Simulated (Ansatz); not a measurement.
# SrC2 (C2/c, No. 15)

These are r²SCAN+rVV10 (Ansatz, a program for electronic structure, PAW) values and carry that method's errors.

Numerical settings: plane-wave cutoff 500 eV, 10×10×6 k mesh (along the axes of the cell as run), Fermi–Dirac smearing 0.05 eV, scalar-relativistic PAW data made under PBE.

Cell (relaxed at this level):

```
SrC2
1.0
    3.50078    -2.21680     0.03566
    3.50078     2.21680     0.03566
   -2.29138     0.00000     7.30520
Sr C
2 4
Direct
  0.17761   0.82239   0.75000
  0.82239   0.17761   0.25000
  0.42532   0.13547   0.55574
  0.57468   0.86453   0.44426
  0.86453   0.57468   0.94426
  0.13547   0.42532   0.05574
```

```json
{
 "band_gap": "2.42 eV (on the SCF k mesh)"
}
```

Note: the relaxation could not lower the start's symmetry, so the cell can be a saddle point above a distorted one.

Spin–orbit coupling is not included.

Static lattice: no zero-point or thermal effects.

Cost on a shared machine: about 5 core-minutes (a rough figure).
